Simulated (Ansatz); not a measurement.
This concerns the formation energy of O_i in Zr (hcp, P6₃/mmc). Reaction: 1/2 ZrO2 (P2₁/c) + 71/2 Zr (hcp) → cell A.

Cell A: a supercell of 36 sites of Zr (hcp, P6₃/mmc) with O off the lattice sites (6 Zr at 2.27 Å); spin state with PBE: run without spin, k-point mesh 5×5×4.
```yaml
crystal:
  lattice:
    - [9.69273, 0.00000, 0.00000]
    - [-4.84637, 8.39415, 0.00000]
    - [0.00000, 0.00000, 10.35678]
  atoms:
    - { symbol: Zr, position: [0.00041, 0.00020, 0.99918] }
    - { symbol: Zr, position: [0.11131, 0.22202, 0.25082] }
    - { symbol: Zr, position: [0.99931, 0.99965, 0.49932] }
    - { symbol: Zr, position: [0.11077, 0.22257, 0.75068] }
    - { symbol: Zr, position: [0.99946, 0.33388, 0.99901] }
    - { symbol: Zr, position: [0.11052, 0.55526, 0.25134] }
    - { symbol: Zr, position: [0.99967, 0.33366, 0.50068] }
    - { symbol: Zr, position: [0.11152, 0.55576, 0.75022] }
    - { symbol: Zr, position: [0.99946, 0.66558, 0.99901] }
    - { symbol: Zr, position: [0.11131, 0.88929, 0.25082] }
    - { symbol: Zr, position: [0.99967, 0.66601, 0.50068] }
    - { symbol: Zr, position: [0.11077, 0.88820, 0.75068] }
    - { symbol: Zr, position: [0.33313, 0.00020, 0.99918] }
    - { symbol: Zr, position: [0.44404, 0.22202, 0.25082] }
    - { symbol: Zr, position: [0.33368, 0.99965, 0.49932] }
    - { symbol: Zr, position: [0.44514, 0.22257, 0.75068] }
    - { symbol: Zr, position: [0.33313, 0.33293, 0.99918] }
    - { symbol: Zr, position: [0.44499, 0.55664, 0.25099] }
    - { symbol: Zr, position: [0.33368, 0.33402, 0.49932] }
    - { symbol: Zr, position: [0.44477, 0.55621, 0.74932] }
    - { symbol: Zr, position: [0.33392, 0.66696, 0.99866] }
    - { symbol: Zr, position: [0.44499, 0.88835, 0.25099] }
    - { symbol: Zr, position: [0.33292, 0.66646, 0.49978] }
    - { symbol: Zr, position: [0.44477, 0.88856, 0.74932] }
    - { symbol: Zr, position: [0.66637, 0.99941, 0.99866] }
    - { symbol: Zr, position: [0.77807, 0.22281, 0.25134] }
    - { symbol: Zr, position: [0.66687, 0.00041, 0.49978] }
    - { symbol: Zr, position: [0.77757, 0.22181, 0.75022] }
    - { symbol: Zr, position: [0.66775, 0.33388, 0.99901] }
    - { symbol: Zr, position: [0.77807, 0.55526, 0.25134] }
    - { symbol: Zr, position: [0.66732, 0.33366, 0.50068] }
    - { symbol: Zr, position: [0.77757, 0.55576, 0.75022] }
    - { symbol: Zr, position: [0.66637, 0.66696, 0.99866] }
    - { symbol: Zr, position: [0.77669, 0.88835, 0.25099] }
    - { symbol: Zr, position: [0.66687, 0.66646, 0.49978] }
    - { symbol: Zr, position: [0.77712, 0.88856, 0.74932] }
    - { symbol: O, position: [0.22222, 0.11111, 0.12500] }
```

Reference: ZrO2 (P2₁/c), 12 atoms in the cell, k-point mesh 8×8×6 on the run's own vectors. Conventional cell: a = 5.189 Å, b = 5.242 Å, c = 5.379 Å, α = 90.00°, β = 99.67°, γ = 90.00°.

Reference: Zr (hcp, P6₃/mmc), 36 atoms in the cell, the relaxed perfect crystal repeated, atoms not moved again, k-point mesh 5×5×4 on the run's own vectors.

All numbers come from Ansatz (an electronic-structure program), plane waves with PAW, its PAW set soft_1, cutoff 420 eV. The structures are at rest with PBE, within the held lattices. Neutral cells; Fermi-Dirac smearing of at most 0.10 eV in the solids, energies taken to zero width. Larger cells are relaxed from a start prepared with the learned potential CHGNet, on a coarser mesh till forces fall under 0.03 eV/Å, which some starts already meet. A dispersion term (D3(BJ), or D4 for r2SCAN) was computed beside these levels and is taken off wherever the name lacks it. Space groups of crystals are read within 0.01 Å. Static lattices, no vibrational contributions. Cells are local rest points, mostly with their start's symmetry. No correction for cell size. Mesh and cell size may move defect energies by 0.1 eV or more. Cell A has symmetry P-3m1 within 0.02 Å and got no random move, so less symmetric positions, which may lie lower, weren't tried.

Question: What value does PBE give?

Answer: -0.34 eV, for 1/2 ZrO2 (P2₁/c) + 71/2 Zr (hcp) → cell A.
